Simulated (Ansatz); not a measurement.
# SnSe (model structure, started from the zincblende type, F-43m, No. 216, 2 atoms in the cell)

These are r²SCAN in Ansatz (PAW) values and carry that method's errors.

Numerical settings: plane-wave cutoff 560 eV, 16×16×16 k mesh, Fermi–Dirac smearing 0.05 eV, scalar-relativistic PAW data made under PBE.

Cell (relaxed at this level):

Space group F-43m (No. 216); a = b = c = 6.7254 Å, α = β = γ = 90.00°

| atom | site | symmetry | x | y | z |
|---|---|---|---|---|---|
| Se | 4c | -43m | 0.2500 | 0.2500 | 0.2500 |
| Sn | 4a | -43m | 0.0000 | 0.0000 | 0.0000 |
(The calculation used a cell of 2 atoms; values per cell refer to that cell.)

For SnSe (model structure, started from the zincblende type, F-43m, No. 216, 2 atoms in the cell), the band gap is 0.04 eV (under three smearing widths, so not firm) and the smallest direct gap on the k points sampled comes out as 0.74 eV. The Γ–Γ gap comes out as 4.10 eV.

Note: the relaxation could raise the start's symmetry but not lower it, so the cell can be a saddle point.

Spin–orbit coupling is not included; it can close the smallest gap of 0.04 eV.

Static lattice: no zero-point or thermal effects.

Cost on a shared machine: about 30 core-seconds (a rough figure).

A model structure was made by putting elements into a prototype or built by hand; it is no filed structure, need not be a known phase, and can be a saddle point held by its symmetry.

Ansatz is a program for electronic structure.
